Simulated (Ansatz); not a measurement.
One B atom on a Si site, 4x4x4 cubic cells, neutral, without spin

Cell 21.88 × 21.88 × 21.88 Å, Si511B, 512 atoms. 

The numbers are results of PBE, support functions at accuracy medium on the grid of 420 eV (PAW; Ansatz, a program for electronic structure), not measurements.

Basis: localised support functions (accuracy medium) on a full density matrix. k-points: zone centre alone; occupations: Fermi-Dirac, 0.0050 eV; spin polarisation not allowed. No spin-orbit coupling.

The electronic character of the cell comes out as no gap resolved at this smearing and the coordination (neighbours within 2.843 Å) is 100.0 % 4-fold. The B-Si bonds, mean ± spread is 2.087 ± 0.000 Å, the Si-Si bonds, mean ± spread is 2.370 ± 0.003 Å and the bond angles, mean ± spread is 109.5° ± 0.8°. The pressure is -0.13 GPa and the cost of the final run is very roughly 28 core-minutes, 12 SCF iterations, 11 GiB.
